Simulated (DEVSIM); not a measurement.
System: Si n-i-p diode, at 300 K.

```tsv
layer (left to right)	material	thickness (μm)	Nd (cm⁻³)	Na (cm⁻³)	τn (s)	τp (s)
1	Si	0.110	1e17	-	0.00087	0.00087
2	Si	0.320	-	5.8e11	0.00087	0.00087
3	Si	3.20	-	5.2e17	0.00087	0.00087
```

Left contact: ohmic. Right contact: ohmic. Voltage is applied to the left contact. Recombination: SRH at mid-gap, Auger. Mobility is μmin + (μ − μmin)/(1 + (N/Nref)^α).

This is a model device: material constants are rounded textbook-type values typed into the input, and sizes, dopings and lifetimes were drawn at random. Values at 300 K.

```csv
parameter,Si
gap (eV),1.124
affinity (eV),4.05
permittivity,11.7
Nc (cm⁻³),2.86e19
Nv (cm⁻³),3.1e19
μn (cm²/Vs),1417
μp (cm²/Vs),470
"μn,min",52
"μp,min",45
"Nref,n",9.7e16
"Nref,p",2.2e17
αn,0.68
αp,0.72
Cn (cm⁶/s),2.8e-31
Cp (cm⁶/s),9.9e-32
```

Simulated with DEVSIM: 1D drift-diffusion, Boltzmann statistics, complete ionisation; no tunnelling, impact ionisation, image-force lowering or self-heating.

Base results: dark forward voltage at 100 A/cm² (V) 0.711; dark forward voltage at 1 A/cm² (V) 0.586; potential step across the device at zero bias (V) 0.872.

What follows from this one change: thickness of layer 2 0.32 → 1.6 μm?

dark forward voltage at 100 A/cm² 0.711 → 0.726 V; dark forward voltage at 1 A/cm² little changed (0.588 V); potential step across the device at zero bias little changed (0.872 V).

What follows from this one change: doping Nd of layer 1 1e+17 → 3e+17 cm^-3?

dark forward voltage at 100 A/cm² 0.711 → 0.745 V; dark forward voltage at 1 A/cm² 0.586 → 0.622 V; potential step across the device at zero bias 0.872 → 0.901 V.

What follows from this one change: doping Na of layer 3 5.2e+17 → 1.6e+17 cm^-3?

dark forward voltage at 100 A/cm² little changed (0.713 V); dark forward voltage at 1 A/cm² little changed (0.585 V); potential step across the device at zero bias 0.872 → 0.842 V.

What follows from this one change: constant mobility in place of the doping-dependent one?

dark forward voltage at 100 A/cm² 0.711 → 0.700 V; dark forward voltage at 1 A/cm² 0.586 → 0.576 V; potential step across the device at zero bias little changed (0.872 V).
